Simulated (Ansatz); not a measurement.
Adsorption energy and surface dipole of F on the 1x1 (111) surface of fcc Ir, one in a 2x2 cell, started at the site 'top Ir', worked from the runs' numbers; total energies count from the potentials' own zero.

These are PBE (plane waves to 420 eV, PAW; Ansatz, a first-principles code) values and carry that method's errors.

Slab: 17 atoms, 6.6 Å thick at the start under the adsorbate (thin: gaps and levels are the slab's own); k 6x6x1, smearing 0.1 eV, dipole-corrected; 8 atoms held, the rest relaxed; symmetry of the start imposed; no spin, no spin-orbit, no U, no dispersion correction. At the end it is bonded to Ir. In PBE it is, or lies within 0.03 eV of, the lowest of the starts that converged.

```tsv
quantity	value
slab with the adsorbate	-191765.500 eV
clean slab, same cell and mesh	-190957.695 eV
reference, ½ F2(g)	-805.593 eV
area of the cell	25.95 Å²
change of the step from the bottom to the top vacuum level	1.286 eV
```

Q: What is the adsorption energy against this reference?

A: E(slab + adsorbate) − E(slab) − E(reference) = -2.21 eV, so in this state the adsorbate is more stable than in the reference, at a coverage of 3.85 a nm².

Q: What dipole does adsorption add to the slab along the outward normal (Helmholtz relation, ε₀ = 0.005526 e/(V·Å))?

A: p = −ε₀·A·ΔV = -0.185 e·Å = -0.89 D; its negative end points to the vacuum, which raises the vacuum level.
